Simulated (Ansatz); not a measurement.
**What isotropic strain −2.50 % does to Li2S**

Base system: Li₂S in the anti-fluorite structure (space group Fm-3m, No. 225; a = 5.7057 Å).

One thing is altered: every lattice vector is shortened by 2.50 %; the atoms relax in the strained cell.

Computed with Ansatz (a quantum-chemistry and plane-wave program) PBE, spin-orbit coupling left out. Γ-centred 10×10×10 mesh, Fermi–Dirac width 0.05 eV.

The volume per atom decreases by 1.13 Å³ to 14.35 Å³ and the space group stays Fm-3m (No. 225). The shortest interatomic distance decreases by 0.062 Å (2.471 Å → 2.409 Å) and the energy rises by 12 meV/atom. The pressure goes from zero to 35.8 kbar and the band gap drops by 0.058 eV to 3.34 eV. The gap character is still indirect, Γ → X and the smallest direct gap increases by 0.40 eV (4.25 eV → 4.65 eV). The mean gap deformation potential ΔEg/Δln V comes out as +0.8 eV and the electron mass goes from 0.64 mₑ along k, 0.34 mₑ across (at X) to 0.62 mₑ along k, 0.33 mₑ across (at X). The valley order (the lowest conduction-band minima on the path, energy above the VBM, named in the base's zone) becomes X along ⟨100⟩ 3.34 eV; Γ 4.65 eV (base: X along ⟨100⟩ 3.39 eV; Γ 4.25 eV).

Final structure:

```
CELL_PARAMETERS angstrom
      0.00000     2.78151     2.78151
      2.78151     0.00000     2.78151
      2.78151     2.78151     0.00000
ATOMIC_POSITIONS crystal
  Li 0.25000 0.25000 0.25000
  Li 0.75000 0.75000 0.75000
  S  0.00000 0.00000 0.00000
```

Masses are band curvatures over ±0.01 Å⁻¹ around the edge. Along k means along the line from Γ to the band edge. Stability against distortions was not tested.
